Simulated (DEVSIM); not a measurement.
System: Schottky contact on n-type Ge, at 400 K.

Layer 1 from the left is Ge, thickness (μm) 1.20, Nd (cm⁻³) 8.8e16, τn (s) 2.1e-7, τp (s) 2.1e-7.

Left contact: Schottky, work function 4.33 eV, emission velocity 2.6e6 cm/s. Right contact: ohmic. Voltage is applied to the left contact. Recombination: SRH at mid-gap. Mobility is constant in doping.

This is a model device: material constants are rounded textbook-type values typed into the input, and sizes, dopings and lifetimes were drawn at random. Values at 300 K; Nc and Nv go as T^1.5, mobilities as T to minus their exponent, the gap by Varshni's rule with the affinity fixed.

Ge: gap (eV) 0.664, affinity (eV) 4, permittivity 16, Nc (cm⁻³) 1.04e19, Nv (cm⁻³) 6e18, μn (cm²/Vs) 3900, μp (cm²/Vs) 1900, T exponent of μn 1.66, T exponent of μp 2.33, Varshni α (eV/K) 0.000477, Varshni β (K) 235.

**Question.** Estimate by hand the built-in potential, the peak field at zero bias, and compare with a numerical solution.

**Answer.** 
- Built-in potential: barrier φB = 0.330 eV; Vbi = φB − kT/q ln(N_band/N) = 0.151 V; numerical 0.151 V.
- Peak field at zero bias: depletion approximation: W = √(2εVbi/(qN)) = 0.0550 μm with N = 8.80e16 cm⁻³; field = 2Vbi/W = 54800 V/cm; numerical 47800 V/cm (estimate above by 14 %).

Simulated with DEVSIM: 1D drift-diffusion, Boltzmann statistics, complete ionisation; no tunnelling, impact ionisation, image-force lowering or self-heating. Metal contacts follow the ideal Schottky-Mott rule: no Fermi-level pinning, no interface dipoles.
